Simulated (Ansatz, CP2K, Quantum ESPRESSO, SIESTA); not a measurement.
SnAu (P1, 4 atoms in the cell) computed with different codes at matched settings

Self-consistent single point, at a second geometry (atoms moved at random). First geometry:

```
SnAu
1.0
    4.35623     0.00000     0.00000
   -2.17812     3.77261     0.00000
    0.00000     0.00000     5.58785
Sn Au
2 2
Direct
  0.66667   0.33333   0.75000
  0.33333   0.66667   0.25000
  0.00000   0.00000   0.50000
  0.00000   0.00000   0.00000
```

Second geometry:
```xyz
4
Lattice="4.3562 0.0000 0.0000 -2.1781 3.7726 0.0000 0.0000 0.0000 5.5878" Properties=species:S:1:pos:R:3 pbc="T T T"
Sn     2.1628     1.2714     4.2074
Sn    -0.0179     2.5360     1.3961
Au     0.0857    -0.0606     2.7457
Au    -0.0525     0.0258     0.0325
```

Shared settings, as Ansatz (an electronic-structure program) writes them: kpoints.mp_grid.grid = 9 9 6; scf.occupations.method = fermi_dirac; scf.occupations.width = 0.1 eV. Potentials and cutoffs stand in the table.

```tsv
code	model	ΔF from the first geometry (meV/atom)	pressure (GPa)	largest force (eV/Å)	cutoff
SIESTA	LDA PW92, numerical atomic orbitals DZP, PseudoDojo LDA standard norm-conserving potentials (rewritten from UPF to PSML)	13.0	-4.61	0.893	grid 400 Ry
Quantum ESPRESSO	LDA (PZ), GBRV 1.5 ultrasoft (LDA) pseudopotentials	12.3	-3.80	0.786	40 Ry
Ansatz	LDA (PW92), PAW files made with PBE	12.2	-3.63	0.781	default
CP2K	LDA (Pade form), GPW, DZVP-MOLOPT-SR-GTH basis, GTH-PADE potentials (GTH_POTENTIALS)	13.5	-1.46	0.904	grid 500 Ry
```

Size of the force on each atom (eV/Å): Sizes of forces hide their directions.

```
code                Sn1    Sn2    Au3    Au4
----------------  -----  -----  -----  -----
SIESTA            0.132  0.334  0.893  0.715
Quantum ESPRESSO  0.119  0.306  0.786  0.621
Ansatz            0.119  0.303  0.781  0.619
CP2K              0.132  0.324  0.904  0.756
```

On Ansatz's run: spin-orbit coupling is off.

The spread over the programs that give each value: ΔF from the first geometry within 1.3 meV/atom; pressure within 3.15 GPa; largest force within 0.123 eV/Å.

SIESTA and CP2K use small atom-centred bases, whose incompleteness enters pressures, forces and empty levels differently from a plane-wave cutoff. Ansatz's pressure is given at a fixed set of plane waves, as the other plane-wave codes print theirs. The same LDA comes in different parametrisations, which differ slightly. In the pressure, CP2K (by 2.25) lies more than 1 GPa from the median of the plane-wave programs. In the force vectors, SIESTA (by 0.118) and CP2K (by 0.137) lie more than 0.08 eV/Å from the median of the plane-wave programs.

The starting cell comes from a database of computed structures (which also holds hypothetical and non-ambient phases and stackings), without a prior relaxation at this level. Its lattice was rescaled by a random factor within 2.5 % of one. For this run, on top of that: atoms moved at random.

Keys are those of Ansatz 0.2.
